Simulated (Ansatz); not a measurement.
Cubic perovskite CsPbCl3 (cubic high-temperature phase) was calculated with PBE+SOC (Ansatz, an electronic-structure program, plane waves, PAW).

Numerical settings: plane-wave cutoff 520 eV, 6×6×6 k mesh, Fermi–Dirac smearing 0.01 eV, PAW data made under PBE.

The cell is scaled about its equilibrium volume:

```
V (Å³/atom)  P (GPa)  direct gap at Γ (eV)  smallest gap on the k mesh (eV)
-----------  -------  --------------------  -------------------------------
35.335          1.55                 5.835                            0.717
36.087          0.98                 5.784                            0.807
36.838          0.46                 5.735                            0.889
37.590          0.00                 5.687                            0.964
38.342         -0.41                 5.641                            1.033
39.094         -0.78                 5.596                            1.096
39.846         -1.11                 5.552                            1.153
```

The fundamental gap (0.96 eV at the equilibrium volume, with added k points) lies elsewhere than Γ–Γ.

Note: the relaxation could not lower the start's symmetry, so the cell can be a saddle point above a distorted one.
